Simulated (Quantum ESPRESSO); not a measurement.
A self-consistent single point of NiS (R3m, 6 atoms in the cell) with Quantum ESPRESSO.

Level of theory: PBEsol, PSlibrary ultrasoft (PBE) pseudopotentials (plane waves; Quantum ESPRESSO).

```xyz
6
Lattice="4.7883 -2.7645 1.0501 0.0000 5.5290 1.0501 -4.7883 -2.7645 1.0501" Properties=species:S:1:pos:R:3 pbc="T T T"
Ni     1.2581    -0.7264     1.5263
Ni     0.0000     1.4527     1.5263
Ni    -1.2581    -0.7264     1.5263
S      3.1805    -1.8363     1.0732
S      0.0000     3.6725     1.0732
S     -3.1805    -1.8363     1.0732
```

Reference input (self-consistent single point, DFT, LDA (PZ), plane waves, PSlibrary ultrasoft (LDA) pseudopotentials): ecutwfc = 50 Ry; ecutrho = 300 Ry; occupations = smearing; smearing = fd; degauss = 0.0099958 Ry; potentials = {Ni: Ni.pz-n-rrkjus_psl.1.0.0.UPF, S: S.pz-n-rrkjus_psl.1.0.0.UPF}; K_POINTS = automatic 7 7 7 0 0 0; conv_thr = 1e-10 Ry; mixing_beta = 0.3. This run's input differs from it in these lines:

```diff
@@ -19,2 +19,3 @@
   degauss = 0.0099958
+  input_dft = 'pbesol'
 /
@@ -25,4 +26,4 @@
 ATOMIC_SPECIES
-Ni    58.6934  Ni.pz-n-rrkjus_psl.1.0.0.UPF
-S     32.0600  S.pz-n-rrkjus_psl.1.0.0.UPF
+Ni    58.6934  Ni.pbe-n-rrkjus_psl.1.0.0.UPF
+S     32.0600  S.pbe-n-rrkjus_psl.1.0.0.UPF
 ATOMIC_POSITIONS {crystal}
```

Output, abridged:

```
     Self-consistent Calculation

     iteration #  1     ecut=    50.00 Ry     beta= 0.30

     total energy              =    -363.02877094 Ry
     estimated scf accuracy    <       0.84964146 Ry

     iteration #  2     ecut=    50.00 Ry     beta= 0.30

     total energy              =    -363.27722496 Ry
     estimated scf accuracy    <       0.96404779 Ry

     iteration #  3     ecut=    50.00 Ry     beta= 0.30

     total energy              =    -363.34642645 Ry
     estimated scf accuracy    <       0.04785562 Ry

   [... 12 blocks of this kind left out ...]

     iteration # 16     ecut=    50.00 Ry     beta= 0.30

     total energy              =    -363.36543156 Ry
     estimated scf accuracy    <          2.2E-10 Ry

     iteration # 17     ecut=    50.00 Ry     beta= 0.30
     End of self-consistent calculation

     the Fermi energy is    10.6115 ev

!    total energy              =    -363.36543156 Ry
     estimated scf accuracy    <          6.3E-11 Ry
     smearing contrib. (-TS)   =      -0.01538092 Ry
     internal energy E=F+TS    =    -363.35005064 Ry

     convergence has been achieved in  17 iterations

     Forces acting on atoms (cartesian axes, Ry/au):

     atom    1 type  1   force =     0.00120428   -0.00069529   -0.00238500
     atom    2 type  1   force =     0.00000000    0.00139058   -0.00238500
     atom    3 type  1   force =    -0.00120428   -0.00069529   -0.00238500
     atom    4 type  2   force =     0.00024189   -0.00013966    0.00238500
     atom    5 type  2   force =     0.00000000    0.00027931    0.00238500
     atom    6 type  2   force =    -0.00024189   -0.00013966    0.00238500

     Total force =     0.006338     Total SCF correction =     0.000040

          total   stress  (Ry/bohr**3)                   (kbar)     P=      -65.45
  -0.00044143  -0.00000000   0.00000000          -64.94       -0.00        0.00
  -0.00000000  -0.00044143  -0.00000000           -0.00      -64.94       -0.00
   0.00000000  -0.00000000  -0.00045198            0.00       -0.00      -66.49

   JOB DONE.
```

The run converged in 17 iterations. Against the reference run the pressure goes from -10.71 to -6.55 GPa and the largest force goes from 0.159 to 0.071 eV/Å.

The starting cell comes from a database of computed structures (which also holds hypothetical and non-ambient phases and stackings), without a prior relaxation at this level. Its lattice was rescaled by a random factor within 2.5 % of one. Spin polarisation is off, so a magnetic state, if there is one, cannot be reached. With a pressure of about -7 GPa the cell is away from its equilibrium volume at this level.

Cost on one core of a shared machine: roughly 7 min.
